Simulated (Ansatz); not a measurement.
Given:

```xyz
4
Lattice="5.1507 0.0000 0.0000 -2.5753 4.4606 0.0000 0.0000 0.0000 5.8571" Properties=species:S:1:pos:R:3 pbc="T T T"
Al     2.5753     1.4869     0.2018
Al     0.0000     2.9737     3.1304
Cl     2.5753     1.4869     3.4600
Cl     0.0000     2.9737     0.5315
```

A single point on AlN with a change (N → Cl), its geometry relaxed with PBEsol.

Calculations: plane-wave PAW DFT at the PBEsol level (Ansatz, a first-principles code, 420 eV), noncollinear with spin-orbit coupling, earlier PAW set. Settings: 8×8×6 k-points, 0.05 eV Fermi–Dirac smearing.

Problem. Predict the band gap, pressure, smallest direct gap and gap character.

Solution. The band gap is 1.65 eV. The pressure comes out as 0.00 GPa. The smallest direct gap comes out as 1.68 eV. The gap character is indirect, H → L–M (17 % along).

Single points use the geometry relaxed with PBEsol. Whether these cells are dynamically stable was not tested. The cell was made from AlN by this change: N → Cl; the result is a hypothetical phase, not in the database extracts checked.
